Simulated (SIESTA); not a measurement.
Worked example: self-consistent single point of NaHSeO4 (P1, 14 atoms in the cell) in SIESTA

Level of theory: SIESTA 5.4.2 with LDA PW92, numerical atomic orbitals DZP, PseudoDojo LDA standard norm-conserving potentials (rewritten from UPF to PSML).

Input as run:

```
# files in the folder: Na.psml H.psml Se.psml O.psml (PseudoDojo LDA standard)
SystemName  NaHSeO4
SystemLabel NaHSeO4

NumberOfAtoms                14
NumberOfSpecies              4
%block ChemicalSpeciesLabel
  1 11 Na
  2 1 H
  3 34 Se
  4 8 O
%endblock ChemicalSpeciesLabel
LatticeConstant              5.166781 Ang
%block LatticeVectors
     1.000000000    0.000000000    0.000000000
     0.139423366    1.105046450    0.000000000
     0.363351185   -0.028355373    1.236874565
%endblock LatticeVectors
AtomicCoordinatesFormat      Ang
%block AtomicCoordinatesAndAtomicSpecies
     2.273473313    4.143914807    5.374864593  1
     5.464497921    1.396206001    0.971444227  1
     4.030065998    5.420133202    3.107458425  2
     6.332169360    2.703535210    3.324229612  2
     2.909704555    3.977532128    1.614472436  3
     4.850243880    1.455606856    4.634059286  3
     4.353028827    3.571380268    0.953422565  4
     3.509028235    2.054889275    5.353391975  4
     2.024201843    4.993566646    0.677026520  4
     5.808451707    0.579046305    5.639182291  4
     2.081710155    2.628379997    2.119590202  4
     5.750335031    2.888384137    4.157188237  4
     3.206227918    4.805133866    3.145930198  4
     4.555980399    0.652042037    3.202231913  4
%endblock AtomicCoordinatesAndAtomicSpecies

XC.functional                LDA
XC.authors                   PW92
PAO.BasisSize                DZP
PAO.EnergyShift              0.005 Ry
MeshCutoff                   400 Ry
%block kgrid.MonkhorstPack
    3   0   0  0.0
    0   3   0  0.0
    0   0   3  0.0
%endblock kgrid.MonkhorstPack
OccupationFunction           MP
OccupationMPOrder            0
ElectronicTemperature        232.09 K

MaxSCFIterations             150
SCF.Mixer.Method             Pulay
SCF.Mixer.Weight             0.25
SCF.Mixer.History            8
SCF.DM.Tolerance             1.0E-04
Diag.ParallelOverK           true
WriteForces                  true
```

The program printed (abridged):

```
reinit: Reading from file input.fdf

reinit: System Name: NaHSeO4
reinit: System Label: NaHSeO4

coor:   Atomic-coordinates input format  =     Cartesian coordinates
coor:                                          (in Angstroms)

siesta: Atomic coordinates (Bohr) and species
siesta:      4.29624   7.83086  10.15702  1        1
siesta:     10.32640   2.63845   1.83576  1        2
siesta:      7.61572  10.24257   5.87225  2        3
siesta:     11.96607   5.10894   6.28188  2        4
siesta:      5.49854   7.51645   3.05091  3        5
siesta:      9.16563   2.75070   8.75710  3        6
siesta:      8.22603   6.74893   1.80171  4        7
siesta:      6.63110   3.88318  10.11644  4        8
siesta:      3.82519   9.43647   1.27939  4        9
siesta:     10.97638   1.09424  10.65651  4       10
siesta:      3.93386   4.96692   4.00544  4       11
siesta:     10.86656   5.45825   7.85595  4       12
siesta:      6.05889   9.08039   5.94495  4       13
siesta:      8.60956   1.23218   6.05134  4       14

siesta: System type = bulk

initatomlists: Number of atoms, orbitals, and projectors:     14   168   166

siesta: ******************** Simulation parameters ****************************
redata: Spin configuration                          = none
redata: Time-Reversal Symmetry                      = T
redata: Number of Atomic Species                    =        4
redata: Mesh Cutoff                                 =   400.0000 Ry
redata: Net charge of the system                    =     0.0000 |e|
redata: Min. number of SCF Iter                     =        0
redata: Max. number of SCF Iter                     =      150
redata: SCF convergence failure will abort job
redata: SCF mix quantity                            = Hamiltonian
redata: Mix DM or H after convergence               =   F
redata: Recompute H after scf cycle                 =   F
redata: Mix DM in first SCF step                    =   T
   [... lines left out ...]
diag: Used triangular part                          = Lower
diag: Absolute tolerance                            =  0.100E-15
diag: Orthogonalization factor                      =  0.100E-05
diag: Memory factor                                 =  1.0000

superc: Internal auxiliary supercell:     7 x     5 x     5  =     175
superc: Number of atoms, orbitals, and projectors:   2450  29400  29050

                        Single-point calculation

superc: Internal auxiliary supercell:     7 x     5 x     5  =     175
superc: Number of atoms, orbitals, and projectors:   2450  29400  29050

outcell: Unit cell vectors (Ang):
        5.166781    0.000000    0.000000
        0.720370    5.709533    0.000000
        1.877356   -0.146506    6.390660

outcell: Cell vector modules (Ang)   :    5.166781    5.754798    6.662317
outcell: Cell angles (23,13,12) (deg):     89.2290     73.6331     82.8090
outcell: Cell volume (Ang**3)        :    188.5239
new_DM -- step:     1
Initializing Density Matrix...

Attempting to read DM from file... Failed...
DM filled with atomic data:

InitMesh: MESH = 60 x 72 x 80 = 345600
InitMesh: Mesh cutoff (required, used) =   400.000   411.438 Ry

stepf: Methfessel-Paxton step function
       Using Hermite-Gauss polynomials of order  0
        iscf     Eharris(eV)        E_KS(eV)     FreeEng(eV)     dDmax    Ef(eV) dHmax(eV)
   scf:    1   -12591.242752   -12666.315285   -12666.315285  1.563335 -6.219822 16.185467
   scf:    2   -12697.441882   -12685.049356   -12685.049356  0.188597 -7.444912  6.707536
   scf:    3   -12688.235106   -12687.369379   -12687.369379  0.102346 -6.764364  1.122686
   scf:    4   -12687.486858   -12687.436211   -12687.436211  0.025367 -7.103823  0.535373
   scf:    5   -12687.460526   -12687.452176   -12687.452176  0.015466 -4.898447  0.168491
   scf:    6   -12687.455632   -12687.454209   -12687.454209  0.001984 -4.875110  0.145879
   scf:    7   -12687.456343   -12687.455483   -12687.455483  0.003415 -4.883577  0.009307
   scf:    8   -12687.455528   -12687.455506   -12687.455506  0.000375 -4.883461  0.004219
   scf:    9   -12687.455525   -12687.455517   -12687.455517  0.000290 -4.882680  0.001605
   scf:   10   -12687.455517   -12687.455517   -12687.455517  0.000039 -4.882905  0.000703
SCF Convergence by DM+H criterion
max |DM_out - DM_in|         :     0.0000390195
max |H_out - H_in|      (eV) :     0.0007027578
SCF cycle converged after 10 iterations

Using DM_out to compute the final energy and forces

siesta: E_KS(eV) =           -12687.4555

siesta: E_KS - E_eggbox =    -12687.4555

siesta: Atomic forces (eV/Ang):
     1    0.009488   -0.026148    0.022719
     2    0.060270    0.079774    0.012095
     3    0.666863    0.462293   -0.071727
     4    0.473347   -0.073834   -0.639966
     5   -0.111710    0.157205    0.106196
     6    0.152765   -0.052012   -0.201776
     7    2.280528   -0.687645   -1.022558
     8   -2.092409    0.956365    1.233407
     9   -1.420394    1.514743   -1.483662
    10    1.508985   -1.360248    1.569534
    11   -1.291334   -1.902546    0.793633
    12    0.536116    1.694174    0.104991
    13   -0.389878    0.315662    1.580674
    14   -0.383158   -1.075473   -1.995478
   Tot   -0.000520    0.002312    0.008082
   Max    2.280528
   Res    1.037258    sqrt( Sum f_i^2 / 3N )
   Max    2.280528    constrained

Stress tensor Voigt[x,y,z,yz,xz,xy] (kbar):      -49.38      -46.53      -47.28        4.56        4.74        8.45
(Free)E + p*V (eV/cell)   -12681.8390
Target enthalpy (eV/cell)   -12687.4555

siesta: Program's energy decomposition (eV):
siesta: Ebs     =     -2699.811936
siesta: Eions   =     15373.658799
siesta: Ena     =      1188.974841
siesta: Ekin    =      8226.314360
siesta: Enl     =     -4179.338235
siesta: Eso     =         0.000000
siesta: Edftu   =         0.000000
siesta: DEna    =        13.792515
siesta: DUscf   =         8.084461
siesta: DUext   =         0.000000
siesta: Ex      =     -2351.233984
siesta: Ec      =      -220.390675
siesta: Exc     =     -2571.624659
siesta: Eharris =    -12687.455517
siesta: Etot    =    -12687.455517
siesta: FreeEng =    -12687.455517

siesta: Atomic forces (eV/Ang):
siesta:      1    0.009488   -0.026148    0.022719
siesta:      2    0.060270    0.079774    0.012095
siesta:      3    0.666863    0.462293   -0.071727
siesta:      4    0.473347   -0.073834   -0.639966
siesta:      5   -0.111710    0.157205    0.106196
siesta:      6    0.152765   -0.052012   -0.201776
siesta:      7    2.280528   -0.687645   -1.022558
siesta:      8   -2.092409    0.956365    1.233407
siesta:      9   -1.420394    1.514743   -1.483662
siesta:     10    1.508985   -1.360248    1.569534
siesta:     11   -1.291334   -1.902546    0.793633
siesta:     12    0.536116    1.694174    0.104991
siesta:     13   -0.389878    0.315662    1.580674
siesta:     14   -0.383158   -1.075473   -1.995478
siesta: ----------------------------------------
siesta:    Tot   -0.000520    0.002312    0.008082

siesta: Stress tensor (static) (eV/Ang**3):
siesta:    -0.030822    0.005275    0.002956
siesta:     0.005275   -0.029041    0.002844
siesta:     0.002956    0.002844   -0.029512

siesta: Cell volume =        188.523873 Ang**3

siesta: Pressure (static):
siesta:                Solid            Molecule  Units
siesta:           0.00032448         -0.00031763  Ry/Bohr**3
siesta:           0.02979202         -0.02916323  eV/Ang**3
siesta:          47.73207494        -46.72465247  kBar
```

The run converged in 10 iterations.

The starting cell comes from a database of computed structures (which also holds hypothetical and non-ambient phases and stackings), without a prior relaxation at this level. Its lattice was rescaled by a random factor within 2.5 % of one. Values carry the incompleteness of an atom-centred basis. With a pressure of about 5 GPa the cell is away from its equilibrium volume at this level. Forces in this geometry exceed 1 eV/Å.

Cost on one core of a shared machine: roughly 80 s.
